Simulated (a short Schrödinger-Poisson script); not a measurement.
Symmetric double-gate stack, SiO2 on p-type Si(111)

Structure: symmetric double-gate stack, SiO2 on p-type Si(111), at 300 K.

```csv
layer,material,thickness (nm),Na (cm⁻³)
1,SiO2,3.9,-
2,Si,5,2e17
3,SiO2,3.9,-
```

The device is made up for the run: typed textbook-type constants, with dimensions and the other settings drawn at random. SiO2: permittivity 3.9, conduction-band edge (eV) 3.15, gap (eV) 9, electron mass (mₑ) 0.5. Si: permittivity 11.7, conduction-band edge (eV) 0, gap (eV) 1.124, Nv at 300 K (cm⁻³) 3.1e19.

Channel valleys (confinement mass, in-plane density-of-states mass, number): Δ6 0.258, 0.358, 6. At the gates, both at one voltage, the conduction-band edge of layer 1 lies 3.41 eV − eVg above the Fermi level of the channel. Gaps are held at their typed values at every temperature. Mesh 0.03 nm at interfaces.

From a short Schrödinger-Poisson script (our own, NumPy): 1D Poisson equation in equilibrium, electrons quantum, Hartree (BenDaniel-Duke, 12 states a valley, the channel's in-plane mass for all, wave functions free to enter the dielectric), parabolic valleys, classical holes, full ionisation, no traps, pinning or gate leakage.

| Vg (V) | electrons (cm⁻²) | C (μF/cm²) | Δ6 E0 (meV) | Δ6 E1 (meV) |
|---|---|---|---|---|
| 0 | 1.13e8 | < 0.003 | 316.4 | 455.9 |
| 0.3 | 7.24e11 | 1.17 | 89.3 | 226.9 |
| 0.6 | 3.30e12 | 1.47 | 48.7 | 179.5 |
| 0.9 | 6.12e12 | 1.53 | 31.2 | 155.0 |
| 1.2 | 9.01e12 | 1.55 | 19.7 | 136.6 |
| 1.5 | 1.19e13 | 1.57 | 10.8 | 121.4 |
| 1.8 | 1.49e13 | 1.58 | 3.6 | 108.1 |
| 2.1 | 1.79e13 | 1.59 | -2.7 | 96.2 |
| 2.4 | 2.09e13 | 1.60 | -8.1 | 85.5 |

Gate voltages with under 1e6 electrons/cm² are left out.

Subbands count from the Fermi level. The capacitance is that of both gates.
